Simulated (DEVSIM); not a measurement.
Structure: Schottky contact on n-type Si, at 350 K.

| layer (left to right) | material | thickness (μm) | Nd (cm⁻³) | τn (s) | τp (s) |
|---|---|---|---|---|---|
| 1 | Si | 0.400 | 5.5e16 | 0.00012 | 0.00012 |

Left contact: Schottky, work function 4.54 eV, emission velocity 1.8e6 cm/s. Right contact: ohmic. Voltage is applied to the left contact. Recombination: SRH at mid-gap, radiative, Auger. Mobility is constant in doping. Where it depends on doping, it is μmin + (μ − μmin)/(1 + (N/Nref)^α).

Constants are typed, rounded textbook-type inputs, not results; the design itself was drawn at random and stands for no fabricated device. Values at 300 K; Nc and Nv go as T^1.5, mobilities as T to minus their exponent, the gap by Varshni's rule with the affinity fixed. The table also holds parameters that only a changed run uses.

| parameter | Si |
|---|---|
| gap (eV) | 1.124 |
| affinity (eV) | 4.05 |
| permittivity | 11.7 |
| Nc (cm⁻³) | 2.86e19 |
| Nv (cm⁻³) | 3.1e19 |
| μn (cm²/Vs) | 1417 |
| μp (cm²/Vs) | 470 |
| μn,min | 52 |
| μp,min | 45 |
| Nref,n | 9.7e16 |
| Nref,p | 2.2e17 |
| αn | 0.68 |
| αp | 0.72 |
| T exponent of μn | 2.3 |
| T exponent of μp | 2.2 |
| B (cm³/s) | 4.7e-15 |
| Cn (cm⁶/s) | 2.8e-31 |
| Cp (cm⁶/s) | 9.9e-32 |
| Varshni α (eV/K) | 0.000473 |
| Varshni β (K) | 636 |

Simulated with DEVSIM: 1D drift-diffusion, Boltzmann statistics, complete ionisation; no tunnelling, impact ionisation, image-force lowering or self-heating. Metal contacts follow the ideal Schottky-Mott rule: no Fermi-level pinning, no interface dipoles.

Base results: potential step across the device at zero bias (V) 0.294; largest field in the device at zero bias (V/cm) 67000.

### Question
What follows from this one change: temperature 350 → 450 K?

### Answer
potential step across the device at zero bias 0.294 → 0.224 V; largest field in the device at zero bias 67000 → 56000 V/cm.

### Question
What follows from this one change: metal work function 4.54 → 4.44 eV?

### Answer
potential step across the device at zero bias 0.294 → 0.194 V; largest field in the device at zero bias 67000 → 52000 V/cm.
